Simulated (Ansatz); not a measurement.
**HgS: isotropic strain +5.11 %**

Base system: HgS (space group P3_221, No. 154; a = 4.465 Å, c = 9.758 Å; made of chains).

Perturbation: the cell is scaled by 1.0511 in all directions; the atoms relax in the strained cell.

All numbers come from plane-wave PAW DFT at the PBE level (Ansatz, a quantum-chemistry and plane-wave program, 420 eV), scalar-relativistic without spin-orbit coupling. Settings: 9×9×4 k-points, 0.05 eV Fermi–Dirac smearing.

| quantity | base | changed | shift |
|---|---|---|---|
| volume per atom | 28.08 Å³ | 32.61 Å³ | +4.53 Å³ |
| space group | P3_221 (No. 154) | P3_221 (No. 154) | – |
| shortest interatomic distance | 237.3 pm | 236.3 pm | -1.0 pm |
| energy relative to the base (free energy F) | 0 meV/atom | +13 meV/atom | +13 meV/atom |
| pressure (mean of the normal stresses, compression positive) | 0.00 GPa | -0.75 GPa | -0.75 GPa |
| band gap | 1.83 eV | 2.01 eV | +0.18 eV |
| gap character | indirect, Γ–A (67 % along) → Γ | direct at Γ | – |
| electron mass | 0.43 mₑ along c, 1.2 mₑ across (at Γ) | 0.43 mₑ along c, 1.0 mₑ across (at Γ) | – |
| valence-band top at Γ (three highest levels, from the VBM) | – | 0.00, -0.12, -0.12 eV | – |
| largest internal atomic displacement | – | 0.215 Å | – |

Final structure:

```
HgS
1.0
    4.69308     0.00000     0.00000
   -2.34654     4.06432     0.00000
    0.00000     0.00000    10.25688
Hg S
3 3
Direct
  0.81197   0.00000   0.66667
  0.00000   0.81197   0.33333
  0.18803   0.18803   0.00000
  0.40118   0.00000   0.16667
  0.00000   0.40118   0.83333
  0.59882   0.59882   0.50000
```

With Hg present, leaving out spin-orbit coupling can change the band edges. Masses are band curvatures over ±0.01 Å⁻¹ around the edge. No phonon test of stability was made. No dispersion term is included, though the crystal is made of layers, chains or molecules, so its spacings can come out too wide.
